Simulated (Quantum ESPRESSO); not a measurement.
Several settings converged on AlNi (Cmm2, 2 atoms in the cell)

```
CELL_PARAMETERS angstrom
      1.93288    -1.94733     0.00000
      1.93288     1.94733     0.00000
      0.00000     0.00000     3.09013
ATOMIC_POSITIONS crystal
  Al 0.00000 0.00000 0.01618
  Ni 0.50000 0.50000 0.50000
```

Base method: PBEsol, PSlibrary PAW (PBE) pseudopotentials (plane waves; Quantum ESPRESSO 7.5).

Base settings: ecutwfc = 50 Ry; ecutrho = 300 Ry; occupations = smearing; smearing = gauss; degauss = 0.0073499 Ry; input_dft = pbesol; potentials = {Al: Al.pbe-n-kjpaw_psl.1.0.0.UPF, Ni: Ni.pbe-n-kjpaw_psl.1.0.0.UPF}; K_POINTS = automatic 8 8 8 0 0 0; conv_thr = 1e-09 Ry; mixing_beta = 0.7.

The count of work is k-points × plane waves × bands × iterations; it is no time. Core times come from one kind of shared machine, to one figure; runs under 30 s give none.

**Shifted k-point meshes**

Only quantities that move along the ladder and can be compared are tabulated.

| K_POINTS | free energy less the last step's (meV/atom) | pressure (GPa) | largest difference of a force vector from the last step's (eV/Å) | count of work / last |
|---|---|---|---|---|
| automatic 2 2 2 1 1 1 | 609.70 | 3.05 | 0.054 | 0.0014 |
| automatic 3 3 3 1 1 1 | -53.17 | 0.98 | 0.021 | 0.0065 |
| automatic 4 4 4 1 1 1 | 17.36 | 1.88 | 0.017 | 0.011 |
| automatic 5 5 5 1 1 1 | 2.12 | 1.95 | 0.000 | 0.022 |
| automatic 6 6 6 1 1 1 | 11.49 | 2.30 | 0.004 | 0.029 |
| automatic 21 21 19 1 1 1 | 0.00 | 1.91 | 0.000 | 1.0 |

Coarsest K_POINTS that holds the pressure within 0.5 GPa: not settled: the last two steps still differ by 0.39 GPa, over half the tolerance, so the ladder does not show it.

Coarsest K_POINTS that holds the free energy within 5 meV/atom: not settled: the last two steps still differ by 11 meV/atom, over half the tolerance, so the ladder does not show it.

Coarsest K_POINTS that holds the forces within 0.01 eV/Å of the last step, with all finer ones: automatic 5 5 5 1 1 1, at 0.022 of the last step's count of work; the step before is off by 0.017 eV/Å.

**The k-point mesh at a smearing width of 0.3 eV**

In this ladder: degauss = 0.02205 Ry.

Only quantities that move along the ladder and can be compared are tabulated.

| K_POINTS | free energy less the last step's (meV/atom) | pressure (GPa) | count of work / last | core time / last (rough) |
|---|---|---|---|---|
| automatic 4 4 4 0 0 0 | -2.03 | 1.61 | 0.026 | – |
| automatic 6 6 6 0 0 0 | -0.43 | 1.89 | 0.058 | – |
| automatic 9 9 8 0 0 0 | 0.32 | 2.02 | 0.14 | 0.2 |
| automatic 13 13 12 0 0 0 | 0.03 | 2.02 | 0.38 | 0.5 |
| automatic 19 19 17 0 0 0 | 0.00 | 2.01 | 1.0 | 1 |

Coarsest K_POINTS that holds the pressure within 0.2 GPa of the last step, with all finer ones: automatic 6 6 6 0 0 0, at 0.058 of the last step's count of work; the step before is off by 0.40 GPa.

Coarsest K_POINTS that holds the free energy within 1 meV/atom of the last step, with all finer ones: automatic 6 6 6 0 0 0, at 0.058 of the last step's count of work; the step before is off by 2.0 meV/atom.

**The SCF threshold**

The mesh stays at the base's, so the ladder's end is converged at best in this setting alone.

Only quantities that move along the ladder and can be compared are tabulated.

```csv
conv_thr,free energy less the last step's (meV/atom),largest difference of a force vector from the last step's (eV/Å),count of work / last
0.0073 Ry,11.01,0.151,0.25
7.3e-05 Ry,0.07,0.012,0.42
7.3e-07 Ry,0.00,0.000,0.58
7.3e-09 Ry,0.00,0.000,0.67
1e-09 Ry,0.00,0.000,0.67
7.3e-14 Ry,0.00,0.000,1.0
```

Coarsest conv_thr that holds the free energy within 2 meV/atom of the last step, with all finer ones: 7.3e-05 Ry, at 0.42 of the last step's count of work; the step before is off by 11 meV/atom.

Coarsest conv_thr that holds the forces within 0.005 eV/Å of the last step, with all finer ones: 7.3e-07 Ry; the step before is off by 0.012 eV/Å.

On the base run: the starting cell comes from a database of computed structures (which also holds hypothetical and non-ambient phases and stackings), without a prior relaxation at this level. Its lattice was rescaled by up to half a per cent. One atom was moved a little off its site on purpose. Spin polarisation is off.
